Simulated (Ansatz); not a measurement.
Candidates (primitive cells; geometry: relaxed with this functional, without spin-orbit coupling):
A. TiC (Fm-3m), a = b = c = 3.036 Å, α = β = γ = 60.00°
B. YS (Fm-3m), a = 3.8604 Å, b = 3.8604 Å, c = 3.8604 Å, α = 60.00°, β = 60.00°, γ = 60.00°
C. LaSb (Fm-3m), a = b = c = 4.5630 Å, α = β = γ = 60.00°
D. SnAs (Fm-3m), a = b = c = 4.040 Å, α = β = γ = 60.00°
E. LaAs (Fm-3m), a = b = c = 4.3209 Å, α = β = γ = 60.00°

Task: Rank these by resistivity at 300 K (lowest first), as PBEsol, DFPT electron-phonon coupling, linearised Boltzmann equation run with Ansatz (a program for electronic structure) gives it.

Result: D (7.8 μΩ·cm), A (12.5 μΩ·cm), B (19.6 μΩ·cm), C (41 μΩ·cm), E (68 μΩ·cm)

Metals; harmonic phonons alone scatter; means over directions. Halving the electron mesh moves these values by up to 11 %; q meshes are mostly untested. Some of the runs warned that the eigensolver left states short of its tolerance. Spin-orbit coupling is left out.

Formula and space group known from diffraction (Crystallography Open Database), not checked to be the room-temperature form: LaAs (Fm-3m), LaSb (Fm-3m), SnAs (Fm-3m), YS (Fm-3m).
